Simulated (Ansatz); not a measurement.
AlB2-type HfB2, treated with LDA in Ansatz (PAW).

Numerical settings: plane-wave cutoff 520 eV, 18×18×12 k mesh (along the axes of the cell as run), Fermi–Dirac smearing 0.1 eV, perturbation theory, force constants from a 6×6×4 q mesh, scalar-relativistic PAW data made under PBE.

Computed at the level's own relaxed cell.

HfB2 has the hexagonal space group P6/mmm (No. 191), Pearson symbol hP3. Cell: a = 3.1035 Å, b = 3.1035 Å, c = 3.4212 Å, α = 90.00°, β = 90.00°, γ = 120.00°. Hf on 1a sees 12 B at 2.477 Å. B on 2d sees 3 B at 1.792 Å and 6 Hf at 2.477 Å. (Neighbours: up to the widest gap in distance over summed covalent radii, below 1.35, at either atom; cation-cation and far metal-metal contacts left out.)

Harmonic phonon frequencies (cm⁻¹; i marks an imaginary mode):

```json
[
 {"q point": "Γ", "frequencies": "0 0 0 457 457 486 563 833 833"},
 {"q point": "A", "frequencies": "158 158 185 432 432 526 648 837 837"},
 {"q point": "K", "frequencies": "187 198 198 564 564 656 693 693 810"}
]
```

No imaginary mode appears at these points.

Ansatz is a program for electronic structure.
